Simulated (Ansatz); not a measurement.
C11b MoSi₂ was calculated with PBE-D3(BJ) in Ansatz (PAW).

Run with plane-wave cutoff 520 eV, 24×24×24 k mesh, Fermi–Dirac smearing 0.05 eV, no spin polarisation, scalar-relativistic PAW data made under PBE.

Energies at three volumes about the minimum:

```
V (Å³/atom)  E − E_lowest (meV/atom)
-----------  -----------------------
12.864                          3.76
13.127                          0.00
13.390                          3.50
```

### Question
Fit a parabola by hand: where is the minimum, and what is the bulk modulus?

### Answer
Slopes: (0.00 − 3.76)/(13.127 − 12.864) = -14.297 and (3.50 − 0.00)/(13.390 − 13.127) = 13.308 meV/Å³. Curvature E″ = 2 × (13.308 − (-14.297))/(13.390 − 12.864) = 104.962 meV/Å⁶. From the middle of the first interval, the slope vanishes at V0 = 12.9955 − (-14.297)/104.962 = 13.132 Å³/atom. B = V0 E″ = 13.132 × 104.962 meV/Å³ × 0.1602 GPa per meV/Å³ = 221 GPa. The full Birch–Murnaghan fit to all volumes gives V0 = 13.127 Å³/atom and B0 = 221 GPa.

Shape and atoms are relaxed at each volume.

Measured, for comparison: bulk modulus 222 ± 2 GPa (room temperature, no zero-point or thermal correction, B' = 4; as tabulated in Structural stability of MoSi2 and Mo5Si3 under high pressure, Chin. Phys. B 26 …). Computed (rounded) less measured: bulk modulus -0.5 % (inside the measured uncertainty).

Note: the bulk modulus comes from volumes at which shape and atoms were relaxed.

Ansatz is a quantum-chemistry and plane-wave program.
